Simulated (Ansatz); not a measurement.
Take ZrS2 in the CdI2 type structure (space group P-3m1, No. 164; a = 3.5781 Å, c = 5.5401 Å; layered, stacked along the Cartesian z axis) as the base. Axes: x lies along a and z along c of the hexagonal cell.

All numbers come from plane-wave PAW DFT at the PBEsol-D3(BJ) level (Ansatz, an electronic-structure program, 420 eV), no spin-orbit coupling.

Base values:

The valence-band top at Γ is 0.00, -0.35, -0.35 eV and the smallest direct gap is 1.22 eV.

The change: compressive biaxial strain of 1.50 % in the plane normal to [001], as in epitaxy on a mismatched substrate; the out-of-plane cell vector and the atoms relax.

Q: What does the calculation give for the valence-band top at Γ, out-of-plane strain and smallest direct gap after the change?

A: The valence-band top at Γ (three highest levels, from the VBM) changes from 0.00, -0.35, -0.35 eV to 0.00, -0.24, -0.24 eV; the out-of-plane strain is +0.49 %; the smallest direct gap falls by 0.124 eV to 1.09 eV.

Stability against distortions was not tested. A zero or small gap of ZrS2 can be the functional's error rather than a property of the material.
